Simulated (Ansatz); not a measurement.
OsAl (Pm-3m), PBEsol, DFPT electron-phonon coupling, linearised Boltzmann equation in Ansatz (a quantum-chemistry and plane-wave program): phonon-limited resistivity 6.73 μΩ·cm at 300 K, 9.13 μΩ·cm at 400 K, current-weighted mean free path 9.0 nm, Drude plasma energy 8.24 eV.

What is the classical skin depth at 100 GHz (nonmagnetic, μ₀ = 1.257×10⁻⁶ H/m)?

δ = √(ρ/(π f μ₀)) = 413 nm.

Estimate the electronic thermal conductivity at 300 K by the Wiedemann-Franz law (L₀ = 2.44×10⁻⁸ W·Ω/K²).

L₀T/ρ = 2.44×10⁻⁸ × 300/(6.73×10⁻⁸) = 109 W/(m·K). Inelastic scattering puts the true Lorenz number somewhat under L₀ near and below the Debye temperature.

Estimate the resistivity of a 40 nm square wire with diffuse walls from ρ ≈ ρ₀(1 + 3ℓ/4d).

1 + 0.75 × 9.0/40 = 1.17, so ρ ≈ 7.87 μΩ·cm and a line 1 μm long has 49.2 Ω. The formula is the free-electron limit for d well above ℓ; grain boundaries add to it.

A metal at this level (no band gap). Only scattering by harmonic phonons is included (no impurities, grain boundaries, electron-electron scattering or thermal expansion). Spin-orbit coupling is left out, which matters with elements this heavy. The squared frequency of the phonon mode least converged on the k mesh is uncertain by about 11 %. Halving the electron mesh (20x20x20) moves the resistivity by up to 4 % at 300 K, the mean free path by up to 4 %. Smearing 0.20 eV; phonons on a 5x5x5 q mesh, which this run doesn't test.

Computed structure with no diffraction record at hand here (it may be known, metastable or hypothetical): OsAl (Pm-3m).
